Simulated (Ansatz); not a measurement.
Defect: interstitial B in hcp Ru, neutral cell. All values below come from PBE, PAW (plane waves to 420 eV; Ansatz, a quantum-chemistry and plane-wave program).

36-site cell at the relaxed PBE lattice, a 2×2×2 k-point mesh shifted by half a step along c, smearing 0.10 eV, spin-restricted, no finite-size correction. Energies are static. Sites that were not tried may lie lower.

Barriers: single points on a 4×4×4 k-point mesh shifted by half a step along c at the bands' geometries (they differ from the bands' own by up to 0.13 eV, and are uncertain by about as much).

Relaxed starting cell (atoms counted from 1):

```
CELL_PARAMETERS angstrom
      8.16420     0.00000     0.00000
     -4.08210     7.07041     0.00000
      0.00000     0.00000     8.58609
ATOMIC_POSITIONS crystal
  Ru 0.11757 0.23773 0.13201
  Ru 0.11064 0.22385 0.62431
  Ru 0.11009 0.55603 0.12532
  Ru 0.10944 0.55568 0.62591
  Ru 0.11731 0.88178 0.13211
  Ru 0.11061 0.88870 0.62429
  Ru 0.44677 0.22439 0.12725
  Ru 0.44661 0.22430 0.62128
  Ru 0.44310 0.55623 0.12536
  Ru 0.44362 0.55569 0.62586
  Ru 0.44309 0.88910 0.12531
  Ru 0.44360 0.88999 0.62590
  Ru 0.77486 0.22441 0.12725
  Ru 0.77500 0.22439 0.62124
  Ru 0.77480 0.55242 0.12720
  Ru 0.77486 0.55249 0.62134
  Ru 0.76143 0.88159 0.13234
  Ru 0.77559 0.88873 0.62419
  Ru 0.22244 0.11231 0.37685
  Ru 0.23617 0.11893 0.86923
  Ru 0.22274 0.44822 0.37997
  Ru 0.22297 0.44841 0.87401
  Ru 0.22279 0.77659 0.37990
  Ru 0.22292 0.77649 0.87397
  Ru 0.55419 0.11102 0.37526
  Ru 0.55478 0.11192 0.87583
  Ru 0.55415 0.44525 0.37535
  Ru 0.55449 0.44486 0.87589
  Ru 0.55112 0.77668 0.38001
  Ru 0.55085 0.77644 0.87397
  Ru 0.88733 0.11227 0.37693
  Ru 0.88014 0.11919 0.86898
  Ru 0.88842 0.44524 0.37536
  Ru 0.88755 0.44478 0.87581
  Ru 0.88710 0.77687 0.37687
  Ru 0.88022 0.76307 0.86910
  B  0.99863 0.00047 0.00040
```

End state 1 differs by these moves (Å; atoms that move under 0.08 Å are left out):

| atom | element | Δx | Δy | Δz |
|---|---|---|---|---|
| 1 | Ru | 0.09 | -0.16 | 0.00 |
| 3 | Ru | 0.00 | 0.10 | 0.06 |
| 5 | Ru | -0.09 | 0.05 | -0.06 |
| 13 | Ru | -0.07 | -0.07 | 0.04 |
| 17 | Ru | 0.09 | 0.03 | -0.04 |
| 20 | Ru | -0.07 | -0.07 | 0.04 |
| 22 | Ru | 0.09 | 0.03 | -0.04 |
| 32 | Ru | 0.09 | -0.16 | 0.00 |
| 34 | Ru | -0.09 | 0.05 | -0.06 |
| 36 | Ru | 0.00 | 0.10 | 0.06 |
| 37 | B | -1.36 | 2.35 | 0.00 |

Question: Predict the forward and backward barriers to end state 1 from PBE, PAW.

Answer: forward 1.96 eV, backward 1.96 eV; at the saddle point atom 37 has neighbours 2 Ru at 1.83, 2 Ru at 2.28, 2 Ru at 2.34 Å. The saddle point's order was not checked, and it lies on a symmetry element of the cell, where a band can be held.

End state 2 differs by these moves (Å; atoms that move under 0.08 Å are left out):

```
atom  element     Δx     Δy     Δz
----  -------  -----  -----  -----
1          Ru   0.00   0.00  -0.11
5          Ru   0.00   0.00  -0.11
17         Ru   0.00   0.00  -0.12
19         Ru   0.09   0.05   0.04
20         Ru  -0.09  -0.05   0.04
31         Ru  -0.09   0.05   0.05
32         Ru   0.09  -0.05   0.05
35         Ru   0.00  -0.10   0.04
36         Ru   0.00   0.10   0.04
37          B   0.00   0.00   2.15
```

Question: What forward and backward barriers to end state 2 does PBE, PAW give?

Answer: forward 1.87 eV, backward 1.87 eV; at the saddle point atom 37 has neighbours 3 Ru at 1.86 Å. The saddle point's order was not checked, and it lies on a symmetry element of the cell, where a band can be held.
